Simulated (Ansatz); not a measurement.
Structures of equal composition on the (110) surface of germanium: Ga on one of 2 atoms of the third shell, no caps; Ga on one of 2 surface atoms, no caps; Ga on one of 2 atoms under the surface, no caps. The slabs share one bottom face, and each structure is named by its start. These are constructed structures in small cells; real faces may alloy, dewet or reconstruct in larger ones, and not all known structures of the face are among them. Slabs of about 16 Å with all that they carry, Fermi-Dirac smearing of 0.025 eV. Bottom of the slabs: built like the top, H on every dangling bond, free. Relaxed from the named starts with such symmetry as they have, on meshes of like density; energies extrapolated to zero smearing; no spin-orbit coupling, no U. Spin-polarised runs, if any, are marked in brackets, and their order is one that fits the cell; the others ran without spin. Where a second, spin-polarised start was run, the lower counts.

The numbers are results of PBE (plane waves to 420 eV, PAW; Ansatz, a program for electronic structure), not measurements.

**Question.** Rank these by energy per 1x1 cell (lowest first), as PBE gives it.

**Answer.** Ga on one of 2 surface atoms, no caps (0.000 eV [spin start, no net moment], no gap over 0.04 eV on the mesh), Ga on one of 2 atoms under the surface, no caps (0.206 eV (like top atoms buckled by 0.7 Å) [spin start, no net moment], no gap over 0.04 eV on the mesh), Ga on one of 2 atoms of the third shell, no caps (0.288 eV (like top atoms buckled by 0.8 Å) [spin start, no net moment], no gap over 0.04 eV on the mesh)
